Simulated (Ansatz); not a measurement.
# InAgTe2: biaxial strain −2.25 %, plane normal [001], relaxed out of plane

Start from InAgTe$_{2}$ in the chalcopyrite structure (space group I-42d, No. 122; a = 6.5687 Å, c = 12.9994 Å). Axes: x, y, z lie along a, b, c of the conventional cell.

It is then changed as follows: biaxial strain −2.25 %, plane normal [001], relaxed out of plane (Cartesian); in-plane vectors clamped, the third vector and the atoms free.

Calculations: PBE (Ansatz, a program for electronic structure; PAW; 420 eV plane waves; scalar-relativistic without spin-orbit coupling). Γ-centred 7×7×7 mesh, Fermi–Dirac width 0.05 eV.

- Volume per atom = 34.49 Å³ (base 35.06 Å³)
- Space group = I-42d (No. 122) (base I-42d (No. 122))
- Energy relative to the base (free energy F) = +4.3 meV/atom
- Band gap = 0.06 eV (uncertain: the Fermi level lies in a band; both cells) (base 0.05 eV)
- Out-of-plane strain = +2.97 %
- Ratio −ε⊥/ε∥ = 1.32
- Mean in-plane stress (compression positive) = +0.9 GPa

With Te present, leaving out spin-orbit coupling can change the band edges. Whether these cells are dynamically stable was not tested. A zero or small gap of InAgTe2 can be the functional's error rather than a property of the material.
